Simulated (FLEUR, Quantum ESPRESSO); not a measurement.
A Quantum ESPRESSO input for a self-consistent single point of MnZn3 (Pm-3m, 4 atoms in the cell) (DFT, PBEsol, plane waves, SSSP 1.1.2 efficiency (PBE) pseudopotentials):

```fortran
&CONTROL
  calculation = 'scf'
  outdir = './work'
  pseudo_dir = './'
  verbosity = 'high'
  tprnfor = .true.
  tstress = .true.
/
&SYSTEM
  ibrav = 0
  nat = 4
  ntyp = 2
  ecutwfc = 50
  ecutrho = 400
  occupations = 'smearing'
  smearing = 'fd'
  degauss = 0.0073499
  nspin = 2
  starting_magnetization(1) = 0.267
  input_dft = 'pbesol'
/
&ELECTRONS
  conv_thr = 1.0d-9
  mixing_beta = 0.3
/
ATOMIC_SPECIES
Mn    54.9380  mn_pbe_v1.5.uspp.F.UPF
Zn    65.3800  Zn_pbe_v1.uspp.F.UPF
ATOMIC_POSITIONS {angstrom}
Mn    0.000000000    0.000000000    0.000000000
Zn    0.000000000    1.825851000    1.825851000
Zn    1.825851000    0.000000000    1.825851000
Zn    1.825851000    1.825851000    0.000000000
K_POINTS {automatic}
6 6 6  0 0 0
CELL_PARAMETERS {angstrom}
   3.651702000     0.000000000     0.000000000
   0.000000000     3.651702000     0.000000000
   0.000000000     0.000000000     3.651702000
```

Problem. Write the same calculation as an input for FLEUR.

Solution. This is the input that was run; spellings and numerical settings could be chosen otherwise.

Input of the input generator:

```
scf MnZn3
&input film=f /
1.0000000000 0.0000000000 0.0000000000
0.0000000000 1.0000000000 0.0000000000
0.0000000000 0.0000000000 1.0000000000
6.9007166687
1.0 1.0 1.0

4
25 0.0000000000 0.0000000000 0.0000000000 : 4.00
30 0.0000000000 0.5000000000 0.5000000000 : 0.00
30 0.5000000000 0.0000000000 0.5000000000 : 0.00
30 0.5000000000 0.5000000000 0.0000000000 : 0.00

&comp jspins=2 /
&exco xctyp='PBEs' /
&kpt div1=6 div2=6 div3=6 gamma=t /
&end /
```

```xml
<?xml version="1.0" encoding="UTF-8" standalone="no"?>
<fleurInput fleurInputVersion="0.39">
   <comment>
      scf MnZn3                                                                                           
   </comment>
   <calculationSetup>
      <cutoffs Kmax="4.3" Gmax="17.2" GmaxXC="17.2" numbands="0"/>
      <scfLoop itmax="80" minDistance="0.00001" maxIterBroyd="15" imix="Anderson" alpha="0.05" precondParam="0.0" spinf="2.0"/>
      <coreElectrons ctail="T" frcor="F" kcrel="0" coretail_lmax="0"/>
      <xcFunctional name="PBEs" relativisticCorrections="F"/>
      <magnetism jspins="2"/>
      <soc l_soc="F" theta="0.0" phi="0.0" spav="F"/>
      <expertModes spex="0" secvar="F"/>
      <geometryOptimization l_f="T" forcealpha="1.0" forcemix="BFGS" epsdisp="0.00001" epsforce="0.00001"/>
      <ldaU l_linMix="F" mixParam="0.05" spinf="1.0"/>
   </calculationSetup>
   <cell>
      <bzIntegration valenceElectrons="51.0" mode="hist" fermiSmearingEnergy="0.00367493">
         <kPointListSelection listName="default-1"/>
         <!-- k-points included here -->
         <xi:include xmlns:xi="http://www.w3.org/2001/XInclude" href="kpts.xml"> </xi:include>
      </bzIntegration>
      <!-- symmetry operations included here -->
      <xi:include xmlns:xi="http://www.w3.org/2001/XInclude" href="sym.xml"> </xi:include>
      <bulkLattice scale="1.0">
         <bravaisMatrix>
            <row-1>    6.9007166687000003     0.0000000000000000     0.0000000000000000</row-1>
            <row-2>    0.0000000000000000     6.9007166687000003     0.0000000000000000</row-2>
            <row-3>    0.0000000000000000     0.0000000000000000     6.9007166687000003</row-3>
         </bravaisMatrix>
      </bulkLattice>
   </cell>
   <atomSpecies>
      <species name="Manganese 4.000" element="Mn" atomicNumber="25">
         <mtSphere radius="2.33" gridPoints="803" logIncrement="0.015"/>
         <atomicCutoffs lmax="10" lnonsphr="8"/>
         <electronConfig flipSpins="F">
            <coreConfig>(1s1/2) (2s1/2) (2p1/2) (2p3/2)</coreConfig>
            <valenceConfig>(3s1/2) (3p1/2) (3p3/2) (4s1/2) (3d3/2) (3d5/2)</valenceConfig>
            <stateOccupation state="(3d3/2)" spinUp="1.5" spinDown="0.5"/>
            <stateOccupation state="(3d5/2)" spinUp="3.0" spinDown="0.0"/>
         </electronConfig>
         <energyParameters s="4" p="4" d="3" f="4"/>
         <lo type="SCLO" l="0" n="3" eDeriv="0"/>
         <lo type="SCLO" l="1" n="3" eDeriv="0"/>
      </species>
      <species name="Zinc (Zn)" element="Zn" atomicNumber="30">
         <mtSphere radius="2.33" gridPoints="803" logIncrement="0.015"/>
         <atomicCutoffs lmax="10" lnonsphr="8"/>
         <electronConfig flipSpins="F">
            <coreConfig>(1s1/2) (2s1/2) (2p1/2) (2p3/2) (3s1/2) (3p1/2) (3p3/2)</coreConfig>
            <valenceConfig>(4s1/2) (3d3/2) (3d5/2)</valenceConfig>
         </electronConfig>
         <energyParameters s="4" p="4" d="3" f="4"/>
         <lo type="HELO" l="2" n="4" eDeriv="0"/>
      </species>
   </atomSpecies>
   <atomGroups>
      <atomGroup species="Manganese 4.000">
         <relPos label="                   1">.0000000000 .0000000000 .0000000000</relPos>
         <force calculate="T" relaxXYZ="TTT"/>
      </atomGroup>
      <atomGroup species="Zinc (Zn)">
         <relPos label="                   2">.0000000000 1.000/2.000 1.000/2.000</relPos>
         <relPos label="                   3">1.000/2.000 .0000000000 1.000/2.000</relPos>
         <relPos label="                   4">1.000/2.000 1.000/2.000 .0000000000</relPos>
         <force calculate="T" relaxXYZ="TTT"/>
      </atomGroup>
   </atomGroups>
   <output dos="F" band="F" slice="F">
      <checks vchk="F" cdinf="F"/>
      <bandDOS minEnergy="-.5*Htr" maxEnergy="0.5*Htr" sigma="0.015" storeEVData="T"/>
      <vacuumDOS vacdos="F" integ="F" star="F" nstars="0" locx1="0.0" locy1="0.0" locx2="0.0" locy2="0.0" nstm="0" tworkf="0.0"/>
      <unfoldingBand unfoldBand="F" supercellX="1" supercellY="1" supercellZ="1"/>
      <plotting iplot="0" polar="F">
         <plot TwoD="T" vec1="  1.0  0.0  0.0" vec2="  0.0  1.0  0.0" vec3="  0.0  0.0  1.0" zero="  0.0  0.0  0.0" file="plot"/>
      </plotting>
      <chargeDensitySlicing numkpt="0" minEigenval="0.0" maxEigenval="0.0" nnne="0" pallst="F"/>
      <specialOutput eonly="F"/>
      <magneticCircularDichroism mcd="F" energyLo="-10.0" energyUp="0.0"/>
   </output>
  <!-- We include the file relax.xml here to enable relaxations (see documentation) -->
  <xi:include xmlns:xi="http://www.w3.org/2001/XInclude" href="relax.xml"> <xi:fallback/> </xi:include>
</fleurInput>
```

Basis, cutoffs, solver keys and any potentials are the target program's own. This input uses DFT, PBEsol, all-electron FLAPW (FLEUR), scalar-relativistic valence. Both were run: size of the net moment 0.50 μB/atom in Quantum ESPRESSO and 0.48 in FLEUR.

On Quantum ESPRESSO: the starting cell comes from a database of computed structures (which also holds hypothetical and non-ambient phases and stackings), without a prior relaxation at this level. Its lattice was rescaled by a random factor within 2.5 % of one. For this run, on top of that: lattice scaled by 0.98. With one magnetic atom in the cell only a parallel order is possible. With a pressure of about 7 GPa the cell is away from its equilibrium volume at this level.

On FLEUR: the starting cell comes from a database of computed structures (which also holds hypothetical and non-ambient phases and stackings), without a prior relaxation at this level. Its lattice was rescaled by a random factor within 2.5 % of one. For this run, on top of that: lattice scaled by 0.98. With one magnetic atom in the cell only a parallel order is possible. Values depend on the basis (sphere radii, cutoffs, local orbitals), which need not be converged.
